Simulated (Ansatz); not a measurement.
# CdSe, pressure series

The reference is CdSe in the wurtzite structure (space group P6_3mc, No. 186; a = 4.248 Å, c = 6.941 Å).

Cell and atoms are relaxed at each pressure.

Level of theory: DFT with LDA, PAW potentials and a 420 eV plane-wave cutoff in Ansatz (an electronic-structure program), without spin-orbit coupling.

Candidates:
(a) pressure 15 GPa
(b) pressure 30 GPa
(c) pressure 22.5 GPa
(d) pressure 0.9 GPa

Before the change:

- Width of the top valence band: 1.88 eV

**Question.** Order them by width of the top valence band, highest first.

**Answer.** (b) pressure 30 GPa (3.30 eV), (c) pressure 22.5 GPa (2.94 eV), (a) pressure 15 GPa (2.52 eV), (d) pressure 0.9 GPa (1.93 eV)

The levels and masses belong to the bands next to the band gap. Load acts through the strain it causes; cell and atoms are relaxed under it. Stability against distortions was not tested. Measured, CdSe leaves this structure (for rock salt) near 2.72 GPa (temperature not stated; as listed in Datta, Sujoy, Jana, Debnarayan, arXiv (2020)), on rising pressure, with hysteresis.
